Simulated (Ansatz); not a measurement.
The parent structure is Rh in the fcc (Cu type) structure (space group Fm-3m, No. 225).

```yaml
crystal:
  lattice:
    - [0.00000, 1.89000, 1.89000]
    - [1.89000, 0.00000, 1.89000]
    - [1.89000, 1.89000, 0.00000]
  atoms:
    - { symbol: Rh, position: [0.00000, 0.00000, 0.00000] }
```

All numbers come from Kohn–Sham DFT with the PBEsol functional, run in Ansatz (a first-principles code) with PAW and 420 eV plane waves, no SOC.

For the base:

The lattice parameter a comes out as 378.0 pm.

One thing is altered: cell and atoms relaxed at a pressure of 1.5 GPa.

Task: Predict the new lattice parameter a.

Result: The lattice parameter a shrinks by 0.6 pm, from 378.0 pm to 377.4 pm.

Load acts through the strain it causes; cell and atoms are relaxed under it. Stability against distortions was not tested. All final runs are without spin polarisation.
